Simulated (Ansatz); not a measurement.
composition Si2Mo, cell Si32Mo16, brought to this temperature after a much hotter stage, at a temperature that wasn't checked against the liquidus, so perhaps supercooled [in the run: it was liquid; mean temperature 2243 K (target 2070 K); density 5.01 g/cm³; one k-point, which a denser mesh shifts by 0.1 GPa in pressure and 0.08 eV/Å in forces]. The atoms began on random sites, so units and networks may differ from a laboratory melt's. Bonds are counted up to Mo-Mo 3.98 Å, Mo-Si 3.54 Å, Si-Si 3.78 Å.

Problem. What distribution of Mo-Mo-Mo angles does PBE (Ansatz, a program for electronic structure) give?

Solution. mean 100°, standard deviation 32°.
```
angle (°) | p (1/°)
      1.5 |  0.0000
      4.5 |  0.0000
      7.5 |  0.0000
     10.5 |  0.0000
     13.5 |  0.0000
     16.5 |  0.0000
     19.5 |  0.0000
     22.5 |  0.0000
     25.5 |  0.0000
     28.5 |  0.0000
     31.5 |  0.0000
     34.5 |  0.0001
     37.5 | # 0.0004
     40.5 | ### 0.0012
     43.5 | ######## 0.0034
     46.5 | ############# 0.0056
     49.5 | ################# 0.0074
     52.5 | ##################### 0.0090
     55.5 | ######################## 0.0103
     58.5 | ######################### 0.0106
     61.5 | ##################### 0.0092
     64.5 | #################### 0.0088
     67.5 | ################## 0.0078
     70.5 | ################ 0.0069
     73.5 | ############### 0.0063
     76.5 | ################ 0.0069
     79.5 | ################# 0.0075
     82.5 | ################### 0.0080
     85.5 | ##################### 0.0092
     88.5 | ######################## 0.0103
     91.5 | ############################ 0.0120
     94.5 | ############################## 0.0129
     97.5 | ############################## 0.0130
    100.5 | ############################## 0.0129
    103.5 | ############################# 0.0125
    106.5 | ########################### 0.0118
    109.5 | ######################## 0.0106
    112.5 | ####################### 0.0099
    115.5 | ##################### 0.0089
    118.5 | ################### 0.0082
    121.5 | ################## 0.0080
    124.5 | ################ 0.0067
    127.5 | ############### 0.0066
    130.5 | ############### 0.0067
    133.5 | ################# 0.0072
    136.5 | ############### 0.0065
    139.5 | ############### 0.0066
    142.5 | ############## 0.0061
    145.5 | ############## 0.0061
    148.5 | ############# 0.0057
    151.5 | ############ 0.0054
    154.5 | ########## 0.0045
    157.5 | ######### 0.0038
    160.5 | ######## 0.0036
    163.5 | ###### 0.0026
    166.5 | ##### 0.0022
    169.5 | #### 0.0017
    172.5 | ### 0.0011
    175.5 | ## 0.0007
    178.5 | # 0.0002
```
